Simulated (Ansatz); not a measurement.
**LiCl, response to strain**

Take LiCl in the rock salt structure (space group Fm-3m, No. 225; a = 5.064 Å) as the base. Axes: x, y, z lie along the cube axes.

Strains are applied to the cell and any free atomic positions relax; under biaxial strain the out-of-plane vector relaxes too.

Level of theory: PBEsol (Ansatz, an electronic-structure program, PAW, spin-orbit coupling left out).

Candidates:
(a) biaxial strain −1.00 %, plane normal [001], relaxed out of plane
(b) biaxial strain −2.00 %, plane normal [001], relaxed out of plane
(c) biaxial strain +1.00 %, plane normal [001], relaxed out of plane
(d) biaxial strain +1.50 %, plane normal [001], relaxed out of plane

For the base:

| Item | Value |
|---|---|
| Band gap | 6.35 eV |

Q: Order them by band gap, highest first.

A: (b) biaxial strain −2.00 %, plane normal [001], relaxed out of plane (6.45 eV), (a) biaxial strain −1.00 %, plane normal [001], relaxed out of plane (6.40 eV), (c) biaxial strain +1.00 %, plane normal [001], relaxed out of plane (6.25 eV), (d) biaxial strain +1.50 %, plane normal [001], relaxed out of plane (6.21 eV)

Stability against distortions was not tested.
